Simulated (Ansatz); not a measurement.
## Pressure series in hypothetical CsCl type VAs

Consider VAs in the CsCl type structure (space group Pm-3m, No. 221; a = 3.068 Å; a hypothetical phase, not in the database extracts checked).

Cell and atoms are relaxed at each pressure.

All numbers come from PBE/PAW in Ansatz (an electronic-structure program), without spin-orbit coupling.

| P (GPa) | V (Å³/atom) |
|---|---|
| -2.00 | 14.642 |
| -1.00 | 14.541 |
| 0.30 | 14.415 |
| 0.70 | 14.377 |
| 1.50 | 14.303 |
| 2.99 | 14.171 |
| 4.99 | 14.004 |
| 7.49 | 13.808 |
| 9.99 | 13.626 |

Question: Fit a third-order Birch–Murnaghan equation of state.

Answer: Least squares on P(V) = (3B₀/2)[(V₀/V)^(7/3) − (V₀/V)^(5/3)]·[1 + (3/4)(B₀′ − 4)((V₀/V)^(2/3) − 1)] gives V₀ = 14.44 Å³/atom, B₀ = 151 GPa and B₀′ = 4.4.

Load acts through the strain it causes; cell and atoms are relaxed under it. Stability against distortions was not tested. Competing high-pressure phases were not computed. Seeded moments were not kept for the base. All final runs are without spin polarisation. VAs has a high density of states at the Fermi level and may be magnetic at this level.
